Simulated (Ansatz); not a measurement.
The reference is GaN in the zinc blende structure (space group F-43m, No. 216; a = 4.498 Å). Axes: x, y, z lie along the cube axes.

The values are results of DFT with PBEsol, PAW potentials and a 420 eV plane-wave cutoff in Ansatz (an electronic-structure program), no SOC, not measurements.

Before the change:

- Band gap: 1.70 eV

The change: tensile biaxial strain of 0.42 % in the plane normal to [111], as in epitaxy on a mismatched substrate; the out-of-plane cell vector and the atoms relax.

**Question.** How does this affect the band gap?

**Answer.** The band gap drops by 0.07 eV, from 1.70 eV to 1.63 eV.

**Question.** What does the calculation give for the energy relative to the base after the change?

**Answer.** The energy increases by 0.6 meV/atom.

Stability against distortions was not tested. This is not the structure that GaN has at room temperature and ambient pressure.
